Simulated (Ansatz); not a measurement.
Base system: WSi2 (space group I4/mmm, No. 139; relaxed with 0.1 eV smearing).

```
WSi2
1.0
   -1.59264     1.59264     3.88656
    1.59264    -1.59264     3.88656
    1.59264     1.59264    -3.88656
Si W
2 1
Direct
  0.66535   0.66535   0.00000
  0.33465   0.33465   0.00000
  0.00000   0.00000   0.00000
```

Cartesian axes are those of the cell as printed.

Method: Ansatz (a program for electronic structure) LDA, no SOC.

Before the change:

```
Property   Result
--------  -------
Pressure  0.0 GPa
```

Perturbation: the cell is stretched by 3.00 % along x with no lateral relaxation; the atoms relax in the strained cell.

**Question.** What happens to the pressure and energy relative to the base?

**Answer.** The pressure (mean of the normal stresses, compression positive) goes from zero to -6.3 GPa; the energy grows by 16 meV/atom.

Whether these cells are dynamically stable was not tested. All final runs are without spin polarisation.
